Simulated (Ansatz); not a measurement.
The starting structures come from a database of crystals and need not be the phases stable at ambient conditions.

Consider the following.

```yaml
crystal:
  lattice:
    - [5.57779, 0.00000, 0.00000]
    - [0.00000, 12.16638, 0.00000]
    - [2.78890, 6.08319, 2.78890]
  atoms:
    - { symbol: Zn, position: [0.00000, 0.00000, 0.00000] }
    - { symbol: Ag, position: [0.50000, 0.75000, 0.00000] }
    - { symbol: Ag, position: [0.50000, 0.25000, 0.00000] }
    - { symbol: Sn, position: [0.00000, 0.50000, 0.00000] }
    - { symbol: S, position: [0.00000, 0.87108, 0.48944] }
    - { symbol: S, position: [0.48944, 0.12892, 0.51056] }
    - { symbol: S, position: [0.00000, 0.36052, 0.51056] }
    - { symbol: S, position: [0.51056, 0.63948, 0.48944] }
```

Space group of this cell: I-42m. The cell is taken as given; by r2SCAN its mean pressure is -2.0 GPa.

Transport runs along the normal of the first two printed cell vectors, the (100) plane of the conventional cell.

The gap is the functional's own, uncorrected, and κ follows it; spin-orbit coupling is left out. Mid-gap values are interpolated between the computed energies.

### Question
Estimate the band gap and the smallest decay constant κ at mid-gap that Ansatz (a quantum-chemistry and plane-wave program) with r2SCAN returns for this system.

### Answer
Gap 0.53 eV on a 12×12×12 mesh; κ = 0.063 1/Å, at the zone centre.
